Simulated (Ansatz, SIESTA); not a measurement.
An Ansatz (a program for electronic structure) input for a self-consistent single point of Te (P3_121, 3 atoms in the cell) (DFT, PBE, plane waves, default PAW files):

Ansatz 0.2 input:
```yaml
crystal:
  lattice:
    - [2.212062, -3.831403, 0.000000]
    - [2.212062, 3.831403, 0.000000]
    - [0.000000, 0.000000, 5.882299]
  atoms:
    - { symbol: Te, position: [0.000000, 0.263000, 0.666667] }
    - { symbol: Te, position: [0.737000, 0.737000, 0.000000] }
    - { symbol: Te, position: [0.263000, 0.000000, 0.333333] }
kpoints:
  mp_grid: { grid: [5, 5, 3] }
hamiltonian:
  xc: pbe
  pseudopotentials: { kind: paw }
scf:
  occupations: { method: fermi_dirac, width: 0.05 }
output:
  forces: true
  eigenvalues: true
  stress: true
```

Translate this input to SIESTA.

One input that does it (others would too):

```
# files in the folder: Te.psml (PseudoDojo PBE standard)
SystemName  Te
SystemLabel siesta

NumberOfAtoms                3
NumberOfSpecies              1
%block ChemicalSpeciesLabel
  1 52 Te
%endblock ChemicalSpeciesLabel
LatticeConstant              1.0 Bohr
%block LatticeVectors
     4.180191351   -7.240302343    0.000000000
     4.180191351    7.240302343    0.000000000
     0.000000000    0.000000000   11.115934093
%endblock LatticeVectors
AtomicCoordinatesFormat      ScaledCartesian
%block AtomicCoordinatesAndAtomicSpecies
     1.099390325    1.904199516    7.410622766  1
     6.161602051   -0.000000000    0.000000000  1
     1.099390325   -1.904199516    3.705311327  1
%endblock AtomicCoordinatesAndAtomicSpecies

XC.functional                GGA
XC.authors                   PBE
PAO.BasisSize                DZP
PAO.EnergyShift              0.01 Ry
MeshCutoff                   300 Ry
%block kgrid.MonkhorstPack
    5   0   0  0.0
    0   5   0  0.0
    0   0   3  0.0
%endblock kgrid.MonkhorstPack
OccupationFunction           FD
ElectronicTemperature        50.0 meV

MaxSCFIterations             150
SCF.Mixer.Method             Pulay
SCF.Mixer.Weight             0.1
SCF.Mixer.History            8
SCF.DM.Tolerance             1.0E-04
Diag.ParallelOverK           true
WriteForces                  true
```

Basis, cutoffs, solver keys and any potentials are the target program's own. This input uses DFT, GGA PBE, numerical atomic orbitals DZP, PseudoDojo PBE standard norm-conserving potentials (rewritten from UPF to PSML).

The starting cell has typed, rounded lattice constants, without a prior relaxation at this level. Its lattice was rescaled by a random factor within 2.5 % of one. For this run, on top of that: lattice scaled by 0.98.
